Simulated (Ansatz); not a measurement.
System: C11b WSi2. Method: RPBE (PAW; Ansatz, a program for electronic structure).

Run with plane-wave cutoff 520 eV, 24×24×24 k mesh, Fermi–Dirac smearing 0.05 eV, no spin polarisation, scalar-relativistic PAW data made under PBE.

Properties against volume:

Shape and atoms are relaxed at each volume.

```json
[
 {"V (Å³/atom)": "13.288", "P (GPa)": "9.43", "c (Å)": "7.807", "a (Å)": "3.196"},
 {"V (Å³/atom)": "13.565", "P (GPa)": "4.46", "c (Å)": "7.852", "a (Å)": "3.219"},
 {"V (Å³/atom)": "13.842", "P (GPa)": "0.01", "c (Å)": "7.897", "a (Å)": "3.243"},
 {"V (Å³/atom)": "14.118", "P (GPa)": "-3.99", "c (Å)": "7.942", "a (Å)": "3.266"},
 {"V (Å³/atom)": "14.395", "P (GPa)": "-7.57", "c (Å)": "7.987", "a (Å)": "3.288"}
]
```

Note: the bulk modulus comes from volumes at which shape and atoms were relaxed.
